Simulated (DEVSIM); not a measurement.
System: abrupt GaSb n-p junction, at 350 K.

Layer 1 from the left is GaSb, thickness (μm) 49.0, Nd (cm⁻³) 3e15, τn (s) 5.2e-9, τp (s) 5.2e-9. Layer 2 from the left is GaSb, thickness (μm) 0.490, Na (cm⁻³) 7.3e17, τn (s) 5.2e-9, τp (s) 5.2e-9.

Left contact: ohmic. Right contact: ohmic. Voltage is applied to the left contact. Recombination: SRH at mid-gap, Auger. Mobility is constant in doping.

The device is made up for the run: typed textbook-type constants, with dimensions and the other settings drawn at random. Values at 300 K; Nc and Nv go as T^1.5, mobilities as T to minus their exponent, the gap by Varshni's rule with the affinity fixed.

GaSb: gap (eV) 0.726, affinity (eV) 4.06, permittivity 15.7, Nc (cm⁻³) 2.1e17, Nv (cm⁻³) 1.8e19, μn (cm²/Vs) 5000, μp (cm²/Vs) 850, T exponent of μn 2, T exponent of μp 1.7, Cn (cm⁶/s) 5e-30, Cp (cm⁶/s) 5e-30, Varshni α (eV/K) 0.00042, Varshni β (K) 140.

### Question
Estimate by hand the built-in potential, the peak field at zero bias, the capacitance at 4 V, and compare with a numerical solution.

### Answer

- Built-in potential: ni = √(Nc Nv) exp(−Eg/2kT) = 1.99e13 cm⁻³ with Eg = 0.707 eV; Vbi = kT/q ln(Na Nd/ni²) = 0.468 V; numerical 0.468 V.
- Peak field at zero bias: depletion approximation: W = √(2εVbi/(qN)) = 0.521 μm with N = 2.99e15 cm⁻³; field = 2Vbi/W = 18000 V/cm; numerical 45200 V/cm (estimate below by 60 %).
- Capacitance at 4 V: C = √(qεN / 2(Vbi + |V|)) = 8.63 nF/cm²; numerical 8.71 nF/cm² (estimate below by 0.90 %).

DEVSIM, 1D drift-diffusion, Boltzmann statistics, complete ionisation; no tunnelling, impact ionisation, image-force lowering or self-heating.
